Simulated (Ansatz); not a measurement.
N on the 1x1 (110) surface of 3C silicon carbide (cut with top plane C + Si), one in a 2x2 cell, energies for each (54.3 Å²). Energies are against ½ N2(g), without zero-point or thermal terms; each row is named by its start.

Host crystal: 3C silicon carbide, with a band gap (PBE, scalar-relativistic without spin-orbit coupling).

All values below come from PBE (plane waves to 420 eV, PAW; Ansatz, a first-principles code).

Set-up: 49 atoms, 7.7 Å thick at the start under the adsorbate (thin: gaps and levels are the slab's own); mesh 3x3x1; 0.01 eV smearing; dipole correction on; 24 atoms held, the rest relaxed; each run with such symmetry as its start has; spin-polarised, no spin-orbit, no U, no dispersion correction.

A negative adsorption energy means that the adsorbate is more stable on the surface than in its reference. Starts that drift may end in the same place. Heights count from the host atoms within 0.3 Å of the top one. Moments of ungapped slabs depend on the mesh.

| starting site | E_ads (eV) | height (Å) | nearest host atom (Å) | bonded to | change of the vacuum step (eV) | lateral drift (Å) | moment (μB) |
|---|---|---|---|---|---|---|---|
| top C | 0.72 | 0.89 | C 1.44 | C + 2 Si | 0.05 | 1.0 | 1.0 |
| top Si | 3.19 | 1.61 | Si 1.78 | Si | 0.63 | 1.2 | 1.0 |
| over Si at depth 1.5 Å | 0.80 | 0.64 | C 1.46 | C + 2 Si | -0.19 | 0.6 | 1.0 |
| over C at depth 1.5 Å | 3.18 | 1.56 | Si 1.78 | Si | 0.62 | 0.1 | 3.0 |
| hollow beside Si | 3.09 | 1.27 | Si 1.75 | Si | -0.02 | 0.1 | 0.1 |
| hollow C-C-Si-Si | 3.18 | 1.56 | Si 1.78 | Si | 0.62 | 0.8 | 3.0 |
| bridge C-Si (span 3.9 Å) | 0.80 | 0.64 | C 1.46 | C + 2 Si | -0.19 | 0.8 | 1.0 |
